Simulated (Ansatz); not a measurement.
Take BN in the zinc blende structure (space group F-43m, No. 216; a = 3.610 Å) as the base. Axes: x, y, z lie along the cube axes.

The values are results of Ansatz (a first-principles code) r2SCAN, scalar-relativistic without spin-orbit coupling, not measurements.

It is then changed as follows: uniaxial strain ε_zz = −0.50 %, all other strain components held at zero; the atoms relax in the strained cell.

Predict the stress tensor and what it implies for the stiffness.

Stress of the strained cell less that of the base (GPa, compression positive):
```
   0.90    0.00    0.00
   0.00    0.90    0.00
   0.00    0.00    4.14
```

Then −Δσ_ii/ε with ε = -0.0050 gives relaxed-ion elastic constants: C33 ≈ 828 GPa, C13 ≈ 180 GPa and C23 ≈ 180 GPa.

No phonon test of stability was made.
